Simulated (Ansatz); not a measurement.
The reference is Ru in the hcp (Mg type) structure (space group P6_3/mmc, No. 194).

```
Ru
1.0
    2.70455     0.00000     0.00000
   -1.35227     2.34221     0.00000
    0.00000     0.00000     4.26010
Ru
2
Cartesian
  0.00000   1.56147   3.19508
  1.35227   0.78074   1.06503
```

Cartesian axes are those of the cell as printed.

Method: r2SCAN/PAW in Ansatz (a program for electronic structure), no spin-orbit coupling.

For the base:

The pressure is 0.0 GPa.

Modification: uniaxial strain ε_yy = −0.62 %, all other strain components held at zero, atoms relaxed at fixed cell.

Task: What does the calculation give for the energy relative to the base and pressure after the change?

Result: The energy increases by 1.0 meV/atom; the pressure (mean of the normal stresses, compression positive) goes from zero to 2.1 GPa.

Without a gap, meshes like the base's 20×20×11 leave anisotropic stresses uncertain by several tenths of a GPa, and small strain energies with them. No phonon test of stability was made. The final runs are not spin-polarised.
